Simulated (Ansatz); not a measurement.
# What uniaxial strain ε_zz = −2.00 % does to BN

Base system: BN in the zinc blende structure (space group F-43m, No. 216; a = 3.581 Å). Axes: x, y, z lie along the cube axes.

The change: uniaxial strain ε_zz = −2.00 %, all other strain components held at zero, atoms relaxed at fixed cell.

The values are results of Ansatz (a quantum-chemistry and plane-wave program) LDA, no spin-orbit coupling, not measurements. Γ-centred 16×16×16 mesh, Fermi–Dirac width 0.05 eV.

```csv
quantity,base,changed,shift
volume per atom,5.74 Å³,5.62 Å³,-0.115 Å³
space group,F-43m (No. 216),I-4m2 (No. 119),–
shortest interatomic distance,2.930 bohr,2.910 bohr,-0.0194 bohr
energy relative to the base (free energy F),0 meV/atom,+6.0 meV/atom,+6.0 meV/atom
"pressure (mean of the normal stresses, compression positive)",-0.1 kbar,84.1 kbar,+84.2 kbar
band gap,4.39 eV,4.04 eV,-0.356 eV
gap character,–,"indirect, Γ → M",–
smallest direct gap,8.83 eV,8.70 eV,-0.13 eV
electron mass,"0.90 mₑ along k, 0.30 mₑ across (at X)","0.85 mₑ along k, 0.30 mₑ across (at X)",–
hole mass,–,"0.55 mₑ along z, 0.50 mₑ across (at Γ)",–
"valence-band top at Γ (three highest levels, from the VBM)","0.00, 0.00, 0.00 eV","0.00, -0.20, -0.20 eV",–
"valley order (the lowest conduction-band minima on the path, energy above the VBM, named in the base's zone)",X along ⟨100⟩ 4.39 eV,X along [001] 4.04 eV; X along [100] 4.41 eV,–
"stress (xx, yy, zz, yz, xz, xy; compression positive)",–,"(4.20, 4.20, 16.84, 0.00, 0.00, 0.00) GPa",–
```

Final structure:

```
BN
1.0
    0.00000     1.79027     1.75446
    1.79027     0.00000     1.75446
    1.79027     1.79027     0.00000
B N
1 1
Direct
  0.00000   0.00000   0.00000
  0.25000   0.25000   0.25000
```

Cost of the whole job for the changed cell (relaxation, final SCF and bands): about 15 core-seconds (a rough figure).

Masses are band curvatures over ±0.01 Å⁻¹ around the edge. Along k means along the line from Γ to the band edge. No phonon test of stability was made. k-point labels follow each cell's own Brillouin zone.
